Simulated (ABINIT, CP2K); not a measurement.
An ABINIT input for a self-consistent single point of ZnF2 (P4_2/mnm, 6 atoms in the cell) (DFT, PBE, plane waves, PAW (JTH v2.0 PBE PAW)):

```
# ZnF2, JTH v2.0 PBE PAW
pp_dirpath "./"
pseudos "Zn.GGA_PBE-JTH.xml, F.GGA_PBE-JTH.xml"
acell 4.7000000000 4.7000000000 3.1300000000 Angstrom
rprim
         1.0000000000    0.0000000000    0.0000000000
         0.0000000000    1.0000000000    0.0000000000
         0.0000000000    0.0000000000    1.0000000000
natom 6
ntypat 2
znucl 30 9
typat 1 1 2 2 2 2
xcart
         0.0000000000    0.0000000000    0.0000000000
         4.4408563929    4.4408563929    2.9574213850
         2.6911589741    2.6911589741    0.0000000000
         7.1320153670    1.7496974188    2.9574213850
         1.7496974188    7.1320153670    2.9574213850
         6.1905538117    6.1905538117    0.0000000000
ecut 30
pawecutdg 60
pawxcdev 0
ixc 11
occopt 3
tsmear 0.01 eV
nband 34
kptopt 1
ngkpt 5 5 7
nshiftk 1
shiftk 0 0 0
nstep 100
tolvrs 1.0e-12
prtwf 0
prtden 0
enunit 2
```

Problem. Translate this input to CP2K.

Solution. This is the input that was run; spellings and numerical settings could be chosen otherwise.

```
&GLOBAL
  PROJECT run
  RUN_TYPE ENERGY_FORCE
  PRINT_LEVEL MEDIUM
&END GLOBAL
&FORCE_EVAL
  METHOD Quickstep
  STRESS_TENSOR ANALYTICAL
  &DFT
    BASIS_SET_FILE_NAME BASIS_MOLOPT
    POTENTIAL_FILE_NAME GTH_POTENTIALS
    &QS
      METHOD GPW
      EPS_DEFAULT 1E-10
    &END QS
    &MGRID
      CUTOFF 600
      REL_CUTOFF 60
      NGRIDS 5
    &END MGRID
    &SCF
      SCF_GUESS ATOMIC
      EPS_SCF 1E-6
      MAX_SCF 100
      ADDED_MOS 9
      &DIAGONALIZATION
        ALGORITHM STANDARD
      &END DIAGONALIZATION
      &MIXING
        METHOD BROYDEN_MIXING
        ALPHA 0.3
        NBUFFER 12
        BETA 1.5
      &END MIXING
      &SMEAR ON
        METHOD FERMI_DIRAC
        ELECTRONIC_TEMPERATURE [K] 116.05
      &END SMEAR
    &END SCF
    &KPOINTS
      SCHEME MONKHORST-PACK 5 5 7
    &END KPOINTS
    &XC
      &XC_FUNCTIONAL PBE
      &END XC_FUNCTIONAL
    &END XC
    &PRINT
      &MO
        EIGENVALUES T
        OCCUPATION_NUMBERS T
        NDIGITS 8
        FILENAME mo
        &EACH
          QS_SCF 0
        &END EACH
        ADD_LAST NUMERIC
      &END MO
      &MULLIKEN ON
      &END MULLIKEN
    &END PRINT
  &END DFT
  &SUBSYS
    &CELL
      A 4.70000000 0.00000000 0.00000000
      B 0.00000000 4.70000000 0.00000000
      C 0.00000000 0.00000000 3.13000000
      PERIODIC XYZ
    &END CELL
    &COORD
      SCALED
      Zn       0.00000000     0.00000000     0.00000000
      Zn       0.50000000     0.50000000     0.50000000
      F        0.30300000     0.30300000     0.00000000
      F        0.80300000     0.19700000     0.50000000
      F        0.19700000     0.80300000     0.50000000
      F        0.69700000     0.69700000     0.00000000
    &END COORD
    &KIND Zn
      BASIS_SET DZVP-MOLOPT-SR-GTH
      POTENTIAL GTH-PBE-q12
    &END KIND
    &KIND F
      BASIS_SET DZVP-MOLOPT-SR-GTH
      POTENTIAL GTH-PBE-q7
    &END KIND
  &END SUBSYS
  &PRINT
    &FORCES ON
    &END FORCES
    &STRESS_TENSOR ON
    &END STRESS_TENSOR
  &END PRINT
&END FORCE_EVAL
```

Basis, cutoffs, solver keys and any potentials are the target program's own. This input uses DFT PBE, GPW, DZVP-MOLOPT-SR-GTH basis, GTH-PBE potentials (GTH_POTENTIALS).

The starting cell has typed, rounded lattice constants, without a prior relaxation at this level.
